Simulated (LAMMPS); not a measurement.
Melts of Al (fcc) cooled to 300 K at several rates.

Level of theory: classical MD, pair style adp, file AlCu.adp; code LAMMPS.

```csv
cooling rate (K/s),energy above the crystal,state,density,coordination number,rough cost
1e+12,0.061 eV/atom,glass,2.57 g/cm³ (one sample),12.9 (counted to 3.78 Å),70 core-minutes
1e+13,0.066 eV/atom,glass,2.57 g/cm³ (one sample),12.9 (counted to 3.78 Å),11 core-minutes
1e+14,0.067 eV/atom,glass,2.56 g/cm³ (one sample),12.8 (counted to 3.78 Å),3 core-minutes
```

Costs are rough and include melting and analysis.
